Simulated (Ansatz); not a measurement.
A relaxation of cell and atoms of WSe2 (P6_3/mmc, 6 atoms in the cell) with Ansatz (an electronic-structure program).

Computed with PBE, PAW files (plane waves; Ansatz).

```
CELL_PARAMETERS angstrom
      3.32259     0.00000     0.00000
     -1.66129     2.87744     0.00000
      0.00000     0.00000    13.74818
ATOMIC_POSITIONS crystal
  W  0.66667 0.33333 0.75000
  W  0.33333 0.66667 0.25000
  Se 0.33333 0.66667 0.87100
  Se 0.66667 0.33333 0.12900
  Se 0.66667 0.33333 0.37100
  Se 0.33333 0.66667 0.62900
```

Reference input (self-consistent single point, DFT, PBE, plane waves, PAW files): basis.ecutwfc = 420 eV; kpoints.mp_grid.grid = 6 6 2; hamiltonian.xc = pbe; hamiltonian.pseudopotentials = {kind: paw} (the program's default PAW files); scf.occupations.method = fixed. This run's input differs from it in these lines:

```diff
@@ -22,2 +22,4 @@
   occupations: { method: fixed }
+relax:
+  cell: {}
 output:
```

Output, abridged:

```
   [... SCF lines of the steps left out ...]
relax step   1: F+E_penalty+E_count = -42651.53360281 eV  Δ(F+E_penalty+E_count) = +0.000e0 eV  max|allowed force component| = 2.184e-1 eV/Å  Δτ_max = 0.0000 Å  P = +1.300 GPa  Ω = 131.440 Å³  (10 SCF iters, dr2 threshold 1.00e-7 eV, accepted)
relax step   2: F+E_penalty+E_count = -42651.53441320 eV  Δ(F+E_penalty+E_count) = -8.104e-4 eV  max|allowed force component| = 3.155e-1 eV/Å  Δτ_max = 0.0004 Å  P = -0.832 GPa  Ω = 133.367 Å³  energy of the carried Pulay correction = -4.193e-4 eV  [...]
   [... lines left out ...]
relax step   8: F+E_penalty+E_count = -42651.55547404 eV  Δ(F+E_penalty+E_count) = +6.512e-5 eV  max|allowed force component| = 1.102e-3 eV/Å  Δτ_max = 0.0043 Å  P = +0.004 GPa  Ω = 142.843 Å³  energy of the carried Pulay correction = -2.396e-3 eV  [...]
relax step   9: F+E_penalty+E_count = -42651.55883999 eV  Δ(F+E_penalty+E_count) = -3.366e-3 eV  max|allowed force component| = 1.639e-4 eV/Å  Δτ_max = 0.0000 Å  P = +0.013 GPa  Ω = 142.843 Å³  stress off target by 3.82e-2 GPa  SCF on the basis [...]
basis re-selected at this cell: Δ(F+E_penalty+E_count) = -3.366e-3 eV, ΔP = +0.009 GPa vs the last step
the relaxation is at rest under the 24 symmetry operations that the run kept from its start: a minimum is not shown …
Free energy (F): -42651.558840 eV
Internal energy: -42651.558840 eV  (E = F + TS)
E sigma→0 (E₀):  -42651.558840 eV
Fermi energy:    9.718999 eV
--- Forces (eV/Å), atoms counted from 1 ---
  atom   1  W      0.00000000    -0.00000000     0.00000000
  atom   2  W      0.00000000     0.00000000    -0.00000000
   [... lines left out ...]
  cell:  # Å, volume = 142.8431 Å³
   [... lines left out ...]
    - { symbol: Se, position: [0.3333333333333333, 0.6666666666666666, 0.862212495972946] }
    - { symbol: Se, position: [0.6666666666666666, 0.3333333333333333, 0.13778750402705403] }
    - { symbol: Se, position: [0.6666666666666666, 0.3333333333333333, 0.3622124959729459] }
    - { symbol: Se, position: [0.3333333333333333, 0.6666666666666666, 0.6377875040270538] }
```

The run converged. 

Summary of the result:
- Free energy E − TS (on the zero of these files): -42651.5588 eV
- Top of the valence band (on the code's own zero): 9.72 eV
- Gap on the k-point mesh: 1.44 eV
- Pressure: 0.01 GPa
- Final cell: a = 3.321 Å, b = 3.321 Å, c = 14.956 Å, α = 90.00°, β = 90.00°, γ = 120.00°
- Final volume per atom: 23.81 Å³
- Relaxation steps: 9

The starting cell comes from a database of computed structures (which also holds hypothetical and non-ambient phases and stackings), without a prior relaxation at this level. Its lattice was rescaled by a random factor within 2.5 % of one. Spin-orbit coupling is off. The relaxation keeps the symmetry of its start, so its end need not be a minimum. Ansatz's pressure includes its estimate of the finite-basis (Pulay) stress. One axis grew by 9 %: without a dispersion term the functional hardly binds the layers.

Cost on one core of a shared machine: roughly 40 s.

Keys are those of Ansatz 0.2.
